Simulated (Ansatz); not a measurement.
The reference is WC (space group P-6m2, No. 187; relaxed with 0.1 eV smearing).

```cif
data_CW
_chemical_formula_sum 'W1 C1'
_space_group_name_H-M_alt 'P-6m2'
_space_group_IT_number 187
_space_group_name_Hall 'P -6 2'
_cell_length_a 2.91268
_cell_length_b 2.91268
_cell_length_c 2.83536
_cell_angle_alpha 90.000
_cell_angle_beta 90.000
_cell_angle_gamma 120.000
loop_
_atom_site_label
_atom_site_type_symbol
_atom_site_symmetry_multiplicity
_atom_site_Wyckoff_symbol
_atom_site_fract_x
_atom_site_fract_y
_atom_site_fract_z
_atom_site_occupancy
W1 W 1 a 0.00000 0.00000 0.00000 1
C1 C 1 f 0.66667 0.33333 0.50000 1
```

Method: r2SCAN (Ansatz, a program for electronic structure, PAW, no spin-orbit coupling).

For the base:

* **Pressure**: 0.0 GPa
* **Band gap**: zero

One thing is altered: every lattice vector is stretched by 2.58 %, atoms relaxed at fixed cell.

Problem. Estimate the effect on the pressure.

Solution. The pressure (mean of the normal stresses, compression positive) goes from zero to -26.3 GPa.

Problem. What does the calculation give for the energy relative to the base after the change?

Solution. The energy goes up by 73 meV/atom.

Problem. Estimate the effect on the band gap.

Solution. The band gap remains zero.

The cells carry an imposed strain or load. Whether these cells are dynamically stable was not tested. All final runs are without spin polarisation.
